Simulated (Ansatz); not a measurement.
The parent structure is CsPbBr₃ in the cubic perovskite structure (space group Pm-3m, No. 221; a = 5.872 Å). Axes: x, y, z lie along the cube axes.

Method: PBEsol (Ansatz, an electronic-structure program), spin-orbit coupling left out.

For the base:

The valley order is R along ⟨111⟩ 1.43 eV; Γ 2.88 eV and the hole mass is 0.13 mₑ (at R).

One thing is altered: biaxial strain +0.60 %, plane normal [001], relaxed out of plane (Cartesian); in-plane vectors clamped, the third vector and the atoms free.

Problem. What does the calculation give for the valley order, out-of-plane strain, energy relative to the base and hole mass after the change?

Solution. The valley order (the lowest conduction-band minima on the path, energy above the VBM, named in the base's zone) goes from R along ⟨111⟩ 1.43 eV; Γ 2.88 eV to R along [111] 1.46 eV; Γ 2.93 eV; the out-of-plane strain comes out as -0.15 %; the energy increases by 0.5 meV/atom; the hole mass becomes 0.13 mₑ out of plane, 0.14 mₑ in plane (at R) (base: 0.13 mₑ (at R)).

Spin-orbit coupling, missing from the scalar runs, can matter with Pb. The levels and masses belong to the bands next to the band gap. Masses are band curvatures over ±0.01 Å⁻¹ around the edge. Whether these cells are dynamically stable was not tested. Many cubic perovskites are stable only at high temperature; tilts and polar distortions were not tested. This is not the structure that CsPbBr3 has at room temperature and ambient pressure.
